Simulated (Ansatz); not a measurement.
Take GaAs in the wurtzite structure (space group P6_3mc, No. 186; a = 3.988 Å, c = 6.576 Å; a cell from a computed database, its experimental status unchecked) as the base.

Levels (all Ansatz, a first-principles code, PAW): PBEsol (420 eV, no spin-orbit coupling); r2SCAN (500 eV, spin-orbit coupling left out); HSE06 (420 eV, scalar-relativistic without spin-orbit coupling).

One geometry, relaxed with PBEsol, under each level:

```tsv
level	band gap	lowest conduction level above the VBM at special points	electron mass	pressure
PBEsol	0.43 eV	Γ 0.43 eV; L 1.20 eV; M 1.23 eV; A 1.38 eV	–	0.00 GPa
r2SCAN	1.00 eV	Γ 1.00 eV; L 1.59 eV; M 1.61 eV; A 1.85 eV	0.050 mₑ along c, 0.060 mₑ across (at Γ)	0.35 GPa
HSE06	1.39 eV	Γ 1.39 eV; L 1.95 eV; M 1.94 eV	–	–
```

Single points use the geometry relaxed with PBEsol. Their cutoffs differ, which shifts pressures a little. Effective masses come from finite differences of ±0.01 Å⁻¹. Stability against distortions was not tested. This is not the structure that GaAs has at room temperature and ambient pressure.
